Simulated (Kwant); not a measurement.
Device: π system C=C1C=CC=C1 between two chain leads. The π system is taken as planar. Atoms are numbered from 0 in the order of the SMILES. Site energies (eV, carbon 0): [0.0, 0.0, 0.0, 0.0, 0.0, 0.0]. Bonds (i, j, β in eV): (0,1,-2.4) (1,2,-2.4) (2,3,-2.4) (3,4,-2.4) (4,5,-2.4) (5,1,-2.4). Leads: chains of hopping −3.6 eV, joined by −1.2 eV to atoms 3 and 4.

Site energies and bond integrals are typed Hückel values.

Kwant, Hückel tight-binding model, one pz orbital an atom, one spin, coherent transport at 0 K. Conductance is in e²/h.

Sweep values stay those of the base run.

Base results: transmission at E = 0 < 1e-12; mean G (e²/h) over the sweep 0.17.

Q: What follows from this one change: contacts moved from atoms [3, 4] to [0, 2]?

A: transmission at E = 0 < 1e-12 → 0.095; mean G over the sweep 0.17 → 0.073 e²/h.

Q: What follows from this one change: contacts moved from atoms [3, 4] to [2, 3]?

A: transmission at E = 0 < 1e-12 → 0.11; mean G over the sweep 0.17 → 0.12 e²/h.
